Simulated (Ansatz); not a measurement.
An Ansatz (an electronic-structure program) run: Ti with a change (biaxial strain −2.50 %, plane normal [001], relaxed out of plane); PBEsol/PAW in Ansatz, spin-orbit coupling left out.

Input:

Ansatz 0.2 input:
```yaml
crystal:
  lattice:
    - [2.8290943983, 0, 0]
    - [1.4145471992, 2.4500676187, 0]
    - [0, 0, 4.6503711702]
  atoms:
    - { symbol: Ti, position: [0.6666666667, 0.6666666667, 0.75] }
    - { symbol: Ti, position: [0.3333333333, 0.3333333333, 0.25] }
basis: { ecutwfc: 420, ecutrho_ratio: 4, xc_grid: 2, fft_grid_basis: typed }
kpoints: { mp_grid: { grid: [23, 23, 13] } }
hamiltonian:
  xc: pbesol
  dispersion: none
  pseudopotentials: { kind: paw }
scf: { occupations: { method: fermi_dirac, width: 0.1 } }
relax: { f_tol: 0.005, max_steps: 50, cell: { stress_tol: 0.01, fix: [a, b, gamma] } }
output: { forces: true, stress: true }
checkpoint: { write: state.ck, write_every: 1000 }
```

Output (explanatory and most iteration lines left out):

```
Relaxation: its limit of steps is 50 (relax.max_steps)
Pseudopotential: Ti, paw, valence charge 12
Crystal: 2 atoms, lattice volume = 32.234 Å³
Basis set: ecut = 420 eV, 627 PW (Γ), exchange–correlation on 40×40×64 points (8 copies of the dense FFT grid, shifted against one another)
Bands: 16, of which v1, the nominal top of the filled ones, is band 12 counted from 1 (11 counted from 0)
Symmetry: 24 space group operations
Space group: P63/mmc (ITA 194), of the structure as read, at distance tolerance 3.2e-5 Å
k-points: 392 of 6877
Functional: x = pbesol(κ = 0.804, μ = 0.12345679012345678), c = pbesol(β = 0.046)
SCF iter   1: F=—  HF=-4947.803435 eV  |F-HF|=—  |Δ(HF+E_count)|=         —  Δρ=7.22e-3  dr2=1.24e-2  ethr=1.77e-3  ⟨swp⟩=3.6  Hψ=25424  notcnv=0
SCF iter   2: F=—  HF=-4947.799792 eV  |F-HF|=—  |Δ(HF+E_count)|=   3.64e-3  Δρ=3.28e-3  dr2=2.59e-3  ethr=5.16e-5  ⟨swp⟩=2.2  Hψ=10715  notcnv=0
SCF 1 converged in 6 iterations: F = -4947.799096 eV  dr2 = 1.24e-10
relax step   1: F+E_penalty+E_count = -4947.79909645 eV  Δ(F+E_penalty+E_count) = +0.000e0 eV  max|allowed force component| = 1.237e-16 eV/Å  Δτ_max = 0.0000 Å  P = +4.772 GPa  Ω = 32.234 Å³  fix = [a, b, gamma]  reactions: a +6.186, b +6.186 GPa  (6 SCF iters, dr2 threshold 1.00e-7 eV, accepted)
[... steps on the carried basis left out ...]
relax step   4: F+E_penalty+E_count = -4947.80093529 eV  Δ(F+E_penalty+E_count) = -2.062e-7 eV  max|allowed force component| = 1.908e-16 eV/Å  Δτ_max = 0.0000 Å  P = +3.501 GPa  Ω = 32.543 Å³  energy of the carried Pulay correction = -2.218e-5 eV  fix = [a, b, gamma]  reactions: a +5.252, b +5.252 GPa  (6 SCF iters, dr2 threshold 3.51e-10 eV, accepted)
Crystal: 2 atoms, lattice volume = 32.543 Å³
SCF iter   1: F=—  HF=-4947.800959 eV  |F-HF|=—  |Δ(HF+E_count)|=         —  Δρ=6.37e-5  dr2=2.83e-8  ethr=5.34e-10  ⟨swp⟩=3.0  Hψ=43881  notcnv=0
SCF iter   2: F=—  HF=-4947.800958 eV  |F-HF|=—  |Δ(HF+E_count)|=   1.40e-6  Δρ=3.19e-5  dr2=7.12e-9  ethr=1.18e-10  ⟨swp⟩=1.0  Hψ=6272  notcnv=0
SCF 5 converged in 9 iterations: F = -4947.800958 eV  dr2 = 9.86e-21
SCF converged after 9 iterations
Free energy (F): -4947.800958 eV
Internal energy: -4947.726796 eV  (E = F + TS)
E sigma→0 (E₀):  -4947.763877 eV
Entropy (-TS):   -0.074162 eV (-37.081 meV/atom)
Fermi energy:    14.268229 eV
--- Forces (eV/Å), atoms counted from 1 ---
  atom   1  Ti     0.00000000     0.00000000     0.00000000
  atom   2  Ti    -0.00000000    -0.00000000    -0.00000000
--- Stress (GPa, compression-positive) ---
        5.251949       0.000000       0.000000
        0.000000       5.251949       0.000000
        0.000000       0.000000       0.001944
  P = ⅓ Tr σ = 3.5019 GPa (35.019 kbar)
--- Relaxed structure (4 steps of the walk, 4 accepted, 1 SCFs on fresh bases) ---
  cell:  # Å, volume = 32.5432 Å³
    - [2.8290943983392305, -2.8867539564907878e-11, 6.277523000001724e-34]
    - [1.4145471991946152, 2.4500676186515915, 2.5209780465522105e-34]
    - [1.0318783281525953e-33, -1.1725890092643128e-34, 4.694985471736615]
  atoms:
    - { symbol: Ti, position: [0.6666666666666666, 0.6666666666666666, 0.75] }
    - { symbol: Ti, position: [0.3333333333333333, 0.3333333333333333, 0.25] }
```

Whether these cells are dynamically stable was not tested. All final runs are without spin polarisation. The cell was made from Ti in the hcp (Mg type) structure (space group P6_3/mmc, No. 194) by this change: biaxial strain −2.50 %, plane normal [001], relaxed out of plane.
